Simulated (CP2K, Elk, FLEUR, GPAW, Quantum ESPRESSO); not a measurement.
# Code comparison for CeO2 (Fm-3m, 3 atoms in the cell)

Self-consistent single point.

```
CeO2
1.0
    0.00000     2.70940     2.70940
    2.70940     0.00000     2.70940
    2.70940     2.70940     0.00000
Ce O
1 2
Cartesian
  0.00000   0.00000   0.00000
  1.35470   1.35470   1.35470
  4.06409   4.06409   4.06409
```

All programs got the same cell, k-point mesh and kind of occupations (in FLEUR's words: jspins = 1; fermiSmearingEnergy = 0.00183747 Htr; mesh (inpgen div1-3) = 6 6 6); potentials, basis and cutoffs are each program's usual ones.

```json
[
 {"code": "FLEUR", "model": "PBE, all-electron FLAPW (FLEUR), scalar-relativistic valence", "gap on the mesh (eV)": "2.108", "k-points": "16", "cutoff": "Kmax 4 1/bohr"},
 {"code": "GPAW", "model": "PBE, GPAW PAW datasets PBE (gpaw-data 1.0.1)", "gap on the mesh (eV)": "2.048", "k-points": "16", "cutoff": "950 eV"},
 {"code": "Quantum ESPRESSO", "model": "PBE, SSSP 1.1.2 efficiency (PBE) pseudopotentials", "gap on the mesh (eV)": "2.055", "k-points": "16", "cutoff": "55 Ry"},
 {"code": "Elk", "model": "PBE, all-electron FP-LAPW, Elk's shipped species files, APW+lo basis with extra local orbitals", "gap on the mesh (eV)": "2.124", "k-points": "16", "cutoff": "rgkmax 7.5"},
 {"code": "CP2K", "model": "PBE, GPW, DZVP-MOLOPT-SR-GTH basis, GTH-PBE potentials (GTH_POTENTIALS)", "gap on the mesh (eV)": "2.079", "k-points": "112", "cutoff": "grid 800 Ry"}
]
```

Gaps are read on the mesh. Another mesh or the band path gives a smaller gap, so these values are not converged in the mesh.

The spread over the programs that give each value: gap on the mesh within 0.076 eV.

The starting cell comes from a database of computed structures (which also holds hypothetical and non-ambient phases and stackings), without a prior relaxation at this level. Its lattice was rescaled by a random factor within 2.5 % of one. On FLEUR's run: Spin-orbit coupling is off. The f electrons are in the valence without U or exact exchange, which can misplace them near the Fermi level. Spin-orbit terms, which matter for f shells, are left out. Values depend on the basis (sphere radii, cutoffs, local orbitals), which need not be converged.

**Question.** Why do the programs differ, and what cannot be compared?

**Answer.** Differences of this kind can come from the potentials, where these differ, and from what each basis and cutoff leave unconverged. The zero of total energies and Fermi levels follows the potentials and each program's conventions, so they are not compared here. CP2K uses small atom-centred bases, whose incompleteness enters pressures, forces and empty levels differently from a plane-wave cutoff. FLEUR and Elk treat all electrons, but the usual bases taken here (sphere radii, linearisation, local orbitals, empty states) were not tested for convergence, so the values are no reference for the others. The programs reduce the same mesh by symmetry to different extents, which changes the work and not the result.

Left out of this page: Ansatz (with a known weakness of the program).
